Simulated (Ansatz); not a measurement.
**Pressure series in MnTlF3**

Take MnTlF3 in the cubic perovskite structure (space group Pm-3m, No. 221; ferromagnetic; a cell from a computed database, its experimental status unchecked) as the base.

```
MnTlF3
1.0
    4.23826     0.00000     0.00000
    0.00000     4.23826     0.00000
    0.00000     0.00000     4.23826
Mn Tl F
1 1 3
Direct
  0.00000   0.00000   0.00000
  0.50000   0.50000   0.50000
  0.50000   0.00000   0.00000
  0.00000   0.50000   0.00000
  0.00000   0.00000   0.50000
```

Cell and atoms are relaxed at each pressure.

All numbers come from Ansatz (an electronic-structure program), r2SCAN, PAW, cutoff 500 eV, no spin-orbit coupling.

Notes on the quantities. enthalpy: H = E + PV relative to the base's energy.

```csv
case,electron mass,smallest direct gap,gap character,lattice parameter a,enthalpy
base,"0.27 mₑ along k, 0.67 mₑ across (at X)",2.87 eV,"indirect, R → X",4.238 Å,–
pressure −2 GPa,"0.27 mₑ along k, 0.68 mₑ across (at X)",2.97 eV,"indirect, M → X",4.278 Å,-0.19 eV/atom
pressure −1 GPa,"0.27 mₑ along k, 0.65 mₑ across (at X)",2.92 eV,"indirect, R → X",4.257 Å,-0.10 eV/atom
pressure 3 GPa,"0.25 mₑ along k, 0.63 mₑ across (at X)",2.75 eV,"indirect, R → X",4.187 Å,+0.28 eV/atom
pressure 7 GPa,"0.25 mₑ along k, 0.65 mₑ across (at X)",2.60 eV,"indirect, R → X",4.131 Å,+0.64 eV/atom
pressure 15 GPa,"0.23 mₑ along k, 0.63 mₑ across (at X)",2.38 eV,"indirect, R → X",4.043 Å,+1.32 eV/atom
pressure 30 GPa,"0.21 mₑ along k, 0.61 mₑ across (at X)",2.06 eV,"indirect, M → X",3.926 Å,+2.50 eV/atom
pressure 50 GPa,"0.19 mₑ along k, 0.58 mₑ across (at X)",1.77 eV,"indirect, R → X",3.818 Å,+3.95 eV/atom
pressure 75 GPa,–,–,–,3.719 Å,+5.62 eV/atom
pressure 100 GPa,–,–,–,3.643 Å,+7.17 eV/atom
```

The mesh was chosen for an insulator and is coarse for the gapless case. With Tl present, leaving out spin-orbit coupling can change the band edges. Load acts through the strain it causes; cell and atoms are relaxed under it. Effective masses come from finite differences of ±0.01 Å⁻¹. Along k means along the line from Γ to the band edge. Stability against distortions was not tested. Competing high-pressure phases were not computed. No Hubbard U is applied and the magnetic state is the run's own (MnTlF3 ferromagnetic); small cells can't hold the antiferromagnetic order that many such compounds have, so gaps and moments can be off. The base started in Cm and relaxed to Pm-3m at this level. A gap here joins edges of opposite spin (a spin-flip gap). Many cubic perovskites are stable only at high temperature; tilts and polar distortions were not tested. A zero or small gap of MnTlF3 under pressure 50 GPa can be the functional's error rather than a property of the material.
